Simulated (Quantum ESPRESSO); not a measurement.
A self-consistent single point of CaCu₄As₂ (R-3m, 7 atoms in the cell) with Quantum ESPRESSO.

Method of the run: PBEsol, PSlibrary PAW (PBE) pseudopotentials (plane waves; Quantum ESPRESSO).

The change in words: lattice scaled by 0.98. Reference geometry:
```
Ca(Cu2As)2
1.0
    2.00849     1.15960     7.36538
   -2.00849     1.15960     7.36538
    0.00000    -2.31921     7.36538
Ca Cu As
1 4 2
Direct
  0.00000   0.00000   0.00000
  0.14454   0.14454   0.14454
  0.85546   0.85546   0.85546
  0.56134   0.56134   0.56134
  0.43866   0.43866   0.43866
  0.25217   0.25217   0.25217
  0.74783   0.74783   0.74783
```

Reference input (self-consistent single point, DFT, PBEsol, plane waves, PSlibrary PAW (PBE) pseudopotentials): ecutwfc = 50 Ry; ecutrho = 300 Ry; occupations = smearing; smearing = gaussian; degauss = 0.019992 Ry; input_dft = pbesol; K_POINTS = automatic 5 5 5 0 0 0; conv_thr = 1e-11 Ry; mixing_beta = 0.4. This run's input differs from it in these lines:

```diff
@@ -38,5 +38,5 @@
 CELL_PARAMETERS {bohr}
-   3.795498755     2.191332228    13.918549114
-  -3.795498755     2.191332228    13.918549114
-   0.000000000    -4.382664455    13.918549114
+   3.719588719     2.147505548    13.640177338
+  -3.719588719     2.147505548    13.640177338
+   0.000000000    -4.295011096    13.640177338
```

Log, with long lists cut:

```
     Self-consistent Calculation

     iteration #  1     ecut=    50.00 Ry     beta= 0.40

     Threshold (ethr) on eigenvalues was too large:
     Diagonalizing with lowered threshold

     total energy              =   -1319.02133765 Ry
     estimated scf accuracy    <       0.61776862 Ry

     iteration #  2     ecut=    50.00 Ry     beta= 0.40

     total energy              =   -1319.18270268 Ry
     estimated scf accuracy    <       0.98859085 Ry

     iteration #  3     ecut=    50.00 Ry     beta= 0.40

     total energy              =   -1319.29106657 Ry
     estimated scf accuracy    <       0.02193114 Ry

   [... 11 blocks of this kind left out ...]

     iteration # 15     ecut=    50.00 Ry     beta= 0.40

     total energy              =   -1319.30173367 Ry
     estimated scf accuracy    <          5.3E-11 Ry

     iteration # 16     ecut=    50.00 Ry     beta= 0.40
     End of self-consistent calculation

     the Fermi energy is    12.6621 ev

!    total energy              =   -1319.30173367 Ry
     estimated scf accuracy    <          2.6E-12 Ry
     smearing contrib. (-TS)   =      -0.00477908 Ry
     internal energy E=F+TS    =   -1319.29695459 Ry

     convergence has been achieved in  16 iterations

     Forces acting on atoms (cartesian axes, Ry/au):

     atom    1 type  1   force =     0.00000000    0.00000000    0.00000000
     atom    2 type  2   force =     0.00000000    0.00000000   -0.01235924
     atom    3 type  2   force =    -0.00000000   -0.00000000    0.01235924
     atom    4 type  2   force =     0.00000000    0.00000000    0.00467147
     atom    5 type  2   force =     0.00000000   -0.00000000   -0.00467147
   [... lines left out ...]

     Total force =     0.063044     Total SCF correction =     0.000008

          total   stress  (Ry/bohr**3)                   (kbar)     P=      154.89
   0.00110644   0.00000000   0.00000000          162.76        0.00        0.00
   0.00000000   0.00110644   0.00000000            0.00      162.76        0.00
   0.00000000   0.00000000   0.00094586            0.00        0.00      139.14

   JOB DONE.
```

The run converged in 16 iterations. Against the reference run the free energy goes up by 60.7 meV/atom, the pressure goes from 5.88 to 15.49 GPa and the largest force goes from 0.595 to 1.095 eV/Å.

The starting cell comes from a database of computed structures (which also holds hypothetical and non-ambient phases and stackings), without a prior relaxation at this level. Its lattice was rescaled by a random factor within 2.5 % of one. For this run, on top of that: lattice scaled by 0.98. Spin polarisation is off. With a pressure of about 15 GPa the cell is away from its equilibrium volume at this level. Forces in this geometry exceed 1 eV/Å. The run gives no clean gap (levels at the Fermi energy touch, overlap or are partly filled at this smearing), which alone does not show that the compound is a metal.

Cost on one core of a shared machine: roughly 4 min.
